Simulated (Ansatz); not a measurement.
**BaZrO3, pressure series**

Base system: BaZrO3 in the cubic perovskite structure (space group Pm-3m, No. 221; a = 4.2271 Å).

Cell and atoms are relaxed at each pressure.

The values are results of Ansatz (a program for electronic structure), PBE, PAW, cutoff 420 eV, no spin-orbit coupling, earlier PAW set, not measurements.

Notes on the quantities. electron mass: degenerate bands, along [100].

```json
[
 {"case": "base", "electron mass": "0.36, 0.36, 2.8 mₑ (at Γ)", "band gap": "3.19 eV", "lattice parameter a": "422.7 pm"},
 {"case": "pressure −2 GPa", "electron mass": "0.37, 0.37, 2.9 mₑ (at Γ)", "band gap": "3.15 eV", "lattice parameter a": "424.7 pm"},
 {"case": "pressure −1 GPa", "electron mass": "0.36, 0.36, 2.9 mₑ (at Γ)", "band gap": "3.17 eV", "lattice parameter a": "423.7 pm"},
 {"case": "pressure 3 GPa", "electron mass": "0.36, 0.36, 2.8 mₑ (at Γ)", "band gap": "3.23 eV", "lattice parameter a": "420.0 pm"},
 {"case": "pressure 7 GPa", "electron mass": "0.35, 0.35, 2.7 mₑ (at Γ)", "band gap": "3.29 eV", "lattice parameter a": "416.8 pm"},
 {"case": "pressure 15 GPa", "electron mass": "(withheld)", "band gap": "(withheld)", "lattice parameter a": "(withheld)"},
 {"case": "pressure 30 GPa", "electron mass": "0.32, 0.32, 2.5 mₑ (at Γ)", "band gap": "3.49 eV", "lattice parameter a": "402.7 pm"},
 {"case": "pressure 50 GPa", "electron mass": "0.31, 0.31, 2.4 mₑ (at Γ)", "band gap": "3.44 eV", "lattice parameter a": "394.1 pm"},
 {"case": "pressure 75 GPa", "electron mass": "0.29, 0.29, 2.3 mₑ (at Γ)", "band gap": "3.31 eV", "lattice parameter a": "385.7 pm"},
 {"case": "pressure 100 GPa", "electron mass": "0.28, 0.28, 2.2 mₑ (at Γ)", "band gap": "3.14 eV", "lattice parameter a": "379.0 pm"}
]
```

Q: Some entries are withheld; estimate them.

A: 
- pressure 15 GPa, electron mass: 0.34, 0.34, 2.6 mₑ (at Γ)
- pressure 15 GPa, band gap: 3.38 eV
- pressure 15 GPa, lattice parameter a: 411.1 pm

Load acts through the strain it causes; cell and atoms are relaxed under it. Masses are band curvatures over ±0.01 Å⁻¹ around the edge. Stability against distortions was not tested. No other phases were tried under pressure.
